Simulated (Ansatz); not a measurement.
Consider BeS in the zinc blende structure (space group F-43m, No. 216; a = 4.8686 Å).

All numbers come from r2SCAN (Ansatz, a quantum-chemistry and plane-wave program, PAW, scalar-relativistic without spin-orbit coupling).

One thing is altered: the cell is scaled by 0.9700 in all directions; the atoms relax in the strained cell.

**Question.** How does this affect the mean gap deformation potential ΔEg/Δln V and energy relative to the base?

**Answer.** The mean gap deformation potential ΔEg/Δln V amounts to +2.4 eV; the energy goes up by 39 meV/atom.

Whether these cells are dynamically stable was not tested.
